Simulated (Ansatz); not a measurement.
Start from CaF2 in the fluorite structure (space group Fm-3m, No. 225; a = 5.420 Å). Axes: x, y, z lie along the cube axes.

Method: PBEsol in Ansatz (plane waves to 420 eV, PAW, no spin-orbit coupling).

Before the change:

| Quantity | Result |
|---|---|
| Shortest interatomic distance | 2.347 Å |

The change: the cell is compressed by 2.60 % along x with no lateral relaxation, atoms relaxed at fixed cell.

**Question.** What does the calculation give for the energy relative to the base after the change?

**Answer.** The energy grows by 4.9 meV/atom.

**Question.** What happens to the stress?

**Answer.** The stress (xx, yy, zz, yz, xz, xy; compression positive) is (4.58, 1.34, 1.34, 0.00, 0.00, 0.00) GPa.

**Question.** Predict the new shortest interatomic distance.

**Answer.** The shortest interatomic distance decreases by 0.020 Å to 2.327 Å.

The cells carry an imposed strain or load. Stability against distortions was not tested. The base started in Pca2_1 and relaxed to Fm-3m at this level.

Ansatz is an electronic-structure program.
